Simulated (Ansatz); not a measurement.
Take AlRu in the CsCl type structure (space group Pm-3m, No. 221; a = 2.9832 Å; relaxed with 0.1 eV smearing) as the base. Axes: x, y, z lie along the cube axes.

Level of theory: plane-wave PAW DFT at the r2SCAN level (Ansatz, a quantum-chemistry and plane-wave program, 500 eV), without spin-orbit coupling.

Base values:

| Quantity | Result |
|---|---|
| Shortest interatomic distance | 4.882 bohr |
| Pressure | 0.0 GPa |

Now apply this change: compressive biaxial strain of 2.50 % in the plane normal to [111], as in epitaxy on a mismatched substrate; the out-of-plane cell vector and the atoms relax.

Problem. Estimate the effect on the energy relative to the base.

Solution. The energy goes up by 24 meV/atom.

Problem. How does this affect the out-of-plane strain?

Solution. The out-of-plane strain amounts to +1.86 %.

Problem. What happens to the shortest interatomic distance?

Solution. The shortest interatomic distance decreases by 0.098 bohr (4.882 bohr → 4.784 bohr).

Problem. Predict the new pressure.

Solution. The pressure (mean of the normal stresses, compression positive) goes from zero to 8.0 GPa.

No phonon test of stability was made. The final runs are not spin-polarised.
